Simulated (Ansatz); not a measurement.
Consider LiNbO$_{3}$ (space group R3c, No. 161).

```
LiNbO3
1.0
    2.53373     1.46285     4.56243
   -2.53373     1.46285     4.56243
    0.00000    -2.92570     4.56243
Li Nb O
2 2 6
Direct
  0.28114   0.28114   0.28114
  0.78114   0.78114   0.78114
  0.99752   0.99752   0.99752
  0.49752   0.49752   0.49752
  0.10552   0.36572   0.71719
  0.71719   0.10552   0.36572
  0.36572   0.71719   0.10552
  0.21719   0.86572   0.60552
  0.86572   0.60552   0.21719
  0.60552   0.21719   0.86572
```

Cartesian axes are those of the cell as printed.

The values are results of LDA (Ansatz, an electronic-structure program; PAW; 420 eV plane waves; spin-orbit coupling left out), not measurements.

For the base:

| Property | Result |
|---|---|
| Pressure | 0.0 kbar |
| Shortest interatomic distance | 1.880 Å |

It is then changed as follows: the cell is compressed by 0.75 % along x with no lateral relaxation; the atoms relax in the strained cell.

How does this affect the pressure, energy relative to the base and shortest interatomic distance?

The pressure (mean of the normal stresses, compression positive) goes from zero to 9.3 kbar; the energy grows by 0.4 meV/atom; the shortest interatomic distance shrinks by 0.004 Å to 1.876 Å.

No phonon test of stability was made.
